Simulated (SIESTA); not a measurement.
Worked example: self-consistent single point of LiAg3 (Pm-3m, 4 atoms in the cell) in SIESTA.

Computed with GGA PBEsol, numerical atomic orbitals DZP, PseudoDojo PBEsol standard norm-conserving potentials (rewritten from UPF to PSML) run with SIESTA.

```xyz
4
Lattice="4.0334 0.0000 0.0000 0.0000 4.0334 0.0000 0.0000 0.0000 4.0334" Properties=species:S:1:pos:R:3 pbc="T T T"
Li     0.0000     0.0000     0.0000
Ag     0.0000     2.0167     2.0167
Ag     2.0167     0.0000     2.0167
Ag     2.0167     2.0167     0.0000
```

Reference input (self-consistent single point, DFT, GGA PBEsol, numerical atomic orbitals DZP, PseudoDojo PBEsol standard norm-conserving potentials (rewritten from UPF to PSML)): XC.functional = GGA; XC.authors = PBEsol; potentials = PseudoDojo PBEsol standard; PAO.BasisSize = DZP; PAO.EnergyShift = 0.005 Ry; MeshCutoff = 400 Ry; kgrid.MonkhorstPack = 8 8 8; OccupationFunction = FD; ElectronicTemperature = 580.23 K; PAO.Polarization.NonPerturbative = true; MaxSCFIterations = 150; SCF.Mixer.Method = Pulay. This run's input differs from it in these lines:

```diff
@@ -31,5 +31,5 @@
 %block kgrid.MonkhorstPack
-    8   0   0  0.0
-    0   8   0  0.0
-    0   0   8  0.0
+    6   0   0  0.0
+    0   6   0  0.0
+    0   0   6  0.0
 %endblock kgrid.MonkhorstPack
```

Output (repeated stretches shortened):

```
        iscf     Eharris(eV)        E_KS(eV)     FreeEng(eV)     dDmax    Ef(eV) dHmax(eV)
   scf:    1   -12770.275117   -12821.718749   -12821.729209  1.289158 -2.541870 14.661290
   scf:    2   -12846.110875   -12837.478032   -12837.492160  1.112297 -3.847443  3.033541
   scf:    3   -12838.382021   -12838.089533   -12838.108528  0.146912 -4.091691  0.378041
   scf:    4   -12838.038084   -12838.078645   -12838.098597  0.049065 -4.203764  0.480928
   scf:    5   -12838.104336   -12838.096431   -12838.115868  0.020152 -4.190546  0.024425
   scf:    6   -12838.096193   -12838.096319   -12838.115779  0.000829 -4.191251  0.042052
   scf:    7   -12838.096624   -12838.096511   -12838.115915  0.002096 -4.189891  0.001893
   scf:    8   -12838.096516   -12838.096513   -12838.115915  0.000103 -4.189863  0.000385
mix: Pulay -- inversion failed, > SVD [rank/size] 4 / 7
   scf:    9   -12838.096513   -12838.096513   -12838.115915  0.000003 -4.189860  0.000372
SCF Convergence by DM+H criterion
max |DM_out - DM_in|         :     0.0000028691
max |H_out - H_in|      (eV) :     0.0003717402
SCF cycle converged after 9 iterations

Using DM_out to compute the final energy and forces

siesta: E_KS(eV) =           -12838.0965

siesta: E_KS - E_eggbox =    -12838.0965

siesta: Atomic forces (eV/Ang):
     1    0.000000    0.000000    0.000000
     2    0.000000    0.000000    0.000000
     3    0.000000    0.000000    0.000000
     4    0.000000    0.000000    0.000000
   Tot    0.000000    0.000000    0.000000
   Max    0.000000
   Res    0.000000    sqrt( Sum f_i^2 / 3N )
   Max    0.000000    constrained

Stress tensor Voigt[x,y,z,yz,xz,xy] (kbar):       24.92       24.92       24.92       -0.00       -0.00       -0.00
(Free)E + p*V (eV/cell)   -12839.1366
   [... lines left out ...]
siesta: FreeEng =    -12838.115915
   [... lines left out ...]
siesta:     0.015556   -0.000000   -0.000000
siesta:    -0.000000    0.015556   -0.000000
siesta:    -0.000000   -0.000000    0.015556

siesta: Cell volume =         65.616575 Ang**3

siesta: Pressure (static):
siesta:                Solid            Molecule  Units
siesta:          -0.00016942         -0.00016942  Ry/Bohr**3
siesta:          -0.01555566         -0.01555566  eV/Ang**3
siesta:         -24.92291221        -24.92291267  kBar
```

The run converged in 9 iterations. Against the reference run the free energy goes up by 5.8 meV/atom and the pressure hardly changes (-2.52 to -2.49 GPa).

The starting cell comes from a database of computed structures (which also holds hypothetical and non-ambient phases and stackings), without a prior relaxation at this level. Its lattice was rescaled by a random factor within 2.5 % of one. Values carry the incompleteness of an atom-centred basis.

Cost on one core of a shared machine: roughly 40 s.
